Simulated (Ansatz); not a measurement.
# SrTiO3 under a change: holes 3.0×10^21 cm⁻³

Start from SrTiO₃ in the cubic perovskite structure (space group Pm-3m, No. 221; a = 3.907 Å).

Modification: 0.179 holes added to each cell, a density of 3.0×10^21 cm⁻³, with a uniform compensating background at fixed cell and a 300 K Fermi–Dirac width.

All numbers come from Kohn–Sham DFT with the r2SCAN functional, run in Ansatz (an electronic-structure program) with PAW and 500 eV plane waves, spin-orbit coupling left out. Γ-centred 12×12×12 mesh, Fermi–Dirac width 0.0259 eV.

The gap between the host's bands goes up by 0.08 eV to 2.34 eV and the gap character is still indirect, R → Γ. The Fermi level relative to the doped band's edge (positive inside the band; to 0.05 eV) is +0.10 eV.

Carriers are added with a uniform compensating background; total energy and stress of such cells depend on the potential's zero and are not compared; many-body gap narrowing is missing at this level. Stability against distortions was not tested. All final runs are without spin polarisation. Many cubic perovskites are stable only at high temperature; tilts and polar distortions were not tested.
